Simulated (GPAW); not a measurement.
A self-consistent single point of PbO (P4/nmm, 4 atoms in the cell) with GPAW.

Method: LDA (Perdew-Wang 92), GPAW PAW datasets LDA (gpaw-data 1.0.1) (plane waves; GPAW 25.7.0).

```xyz
4
Lattice="3.9800 0.0000 0.0000 0.0000 3.9800 0.0000 0.0000 0.0000 5.0200" Properties=species:S:1:pos:R:3 pbc="T T T"
Pb     1.9900     0.0000     3.8403
Pb     0.0000     1.9900     1.1797
O      1.9900     1.9900     0.0000
O      0.0000     0.0000     0.0000
```

Reference input (self-consistent single point, DFT PBE, plane waves, GPAW PAW datasets PBE (gpaw-data 1.0.1)): mode = pw; ecut = 950 eV; xc = PBE; kpts = 6 6 5; mesh shift (steps) = 0 0 0; occupations.name = fermi-dirac; occupations.width = 0.05 eV; nbands = -8; convergence.bands = -6; symmetry.symmorphic = false; symmetry.tolerance = 0.0005; maxiter = 100. This run's input differs from it in these lines:

```diff
@@ -15,3 +15,3 @@
 calc = GPAW(mode={'name': 'pw', 'ecut': 950},
-            xc='PBE',
+            xc='LDA',
             kpts={'size': (6, 6, 5), 'gamma': True},
```

Its files differ too (potentials: GPAW PAW datasets LDA (gpaw-data 1.0.1)).

Output (repeated stretches shortened):

```
     iter     time        total  log10-change:
                         energy   eigst   dens
iter:   1 --:--:--   -29.375866   +0.48
iter:   2 --:--:--   -28.052327   -0.51  -1.01
iter:   3 --:--:--   -25.596267   -0.36  -1.08
iter:   4 --:--:--   -25.524190   -1.44  -1.37
iter:   5 --:--:--   -25.463712   -1.96  -1.48
iter:   6 --:--:--   -25.442686   -2.16  -1.97
iter:   7 --:--:--   -25.436921   -3.05  -2.14
iter:   8 --:--:--   -25.436794c  -3.67  -2.29
iter:   9 --:--:--   -25.437080c  -3.17  -2.80
iter:  10 --:--:--   -25.435675c  -3.76  -2.66
iter:  11 --:--:--   -25.435630c  -5.04  -3.32
iter:  12 --:--:--   -25.435629c  -5.77  -3.63
iter:  13 --:--:--   -25.435624c  -6.12  -3.74
iter:  14 --:--:--   -25.435624c  -6.83  -3.78
iter:  15 --:--:--   -25.435623c  -6.79  -3.85
iter:  16 --:--:--   -25.435634c  -5.88  -4.07c
iter:  17 --:--:--   -25.435625c  -5.93  -3.79
iter:  18 --:--:--   -25.435625c  -7.33  -4.01c
iter:  19 --:--:--   -25.435624c  -6.42  -4.04c
iter:  20 --:--:--   -25.435624c  -7.40c -4.30c
Converged after 20 iterations.

Dipole moment: (-0.000000, -0.000000, 0.000000) |e|*Ang

Energy contributions relative to reference atoms: (reference = -1137997.683398)

Kinetic:        +36.408635
Potential:      -36.022968
External:        +0.000000
XC:             -25.936445
Entropy (-ST):   -0.000000
Local:           +0.115155
SIC:             +0.000000
--------------------------
Free energy:    -25.435624
Extrapolated:   -25.435624

Showing only first 2 kpts
 Kpt  Band  Eigenvalues  Occupancy
  0    18      3.53366    2.00000
  0    19      5.24877    1.99999
  0    20      7.54288    0.00000
  0    21     10.51712    0.00000

  1    18      3.52336    2.00000
  1    19      5.04568    2.00000
  1    20      7.24433    0.00000
  1    21     10.00719    0.00000

Fermi level: 5.88309

Gap: 1.209 eV
Transition (v -> c):
   [... lines left out ...]
Direct gap: 2.199 eV
   [... lines left out ...]
Energy (eV): -25.435624

Forces in eV/Ang:
  0 Pb    0.00000    0.00000    0.23768
  1 Pb    0.00000    0.00000   -0.23768
  2 O     0.00000    0.00000    0.00000
  3 O     0.00000    0.00000    0.00000

Stress tensor:
     0.018576     0.000000     0.000000
     0.000000     0.018576     0.000000
     0.000000     0.000000     0.012507
Stress (GPa, Voigt): [2.9762 2.9762 2.0038 0.     0.     0.    ]
```

The run converged in 20 iterations. GPAW prints stress with tension positive. Against the reference run the largest force goes from 0.381 to 0.238 eV/Å and the gap on the mesh goes from 1.237 to 1.209 eV.

At such cutoffs GPAW's stress carries a finite-basis (Pulay) error, which enters relaxed cells too; its log prints stress with tension positive.

The starting cell has typed, rounded lattice constants, without a prior relaxation at this level. Spin-orbit coupling is off.

Cost on one core of a shared machine: roughly 2 min.
